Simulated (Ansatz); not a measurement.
KF (Pm-3m, No. 221, 2 atoms in the cell; start mp-8454; a measured phase of this formula has another space group), treated with r²SCAN+rVV10 in Ansatz (PAW).

Run with plane-wave cutoff 560 eV, 10×10×10 k mesh, Fermi–Dirac smearing 0.01 eV, scalar-relativistic PAW data made under PBE.

Cell (relaxed at this level):

Space group Pm-3m (No. 221); a = b = c = 3.1538 Å, α = β = γ = 90.00°

```tsv
atom	site	symmetry	x	y	z
K	1a	m-3m	0.0000	0.0000	0.0000
F	1b	m-3m	0.5000	0.5000	0.5000
```

Task: Give the computed band gap.

Result: 
band gap: 7.85 eV (on the SCF k mesh)

Note: the relaxation could not lower the start's symmetry, so the cell can be a saddle point above a distorted one.

The computed numbers hold no vibrational or temperature effects.

A start named mp-… is a Materials Project structure, which need not be a measured phase.

Ansatz is a quantum-chemistry and plane-wave program.
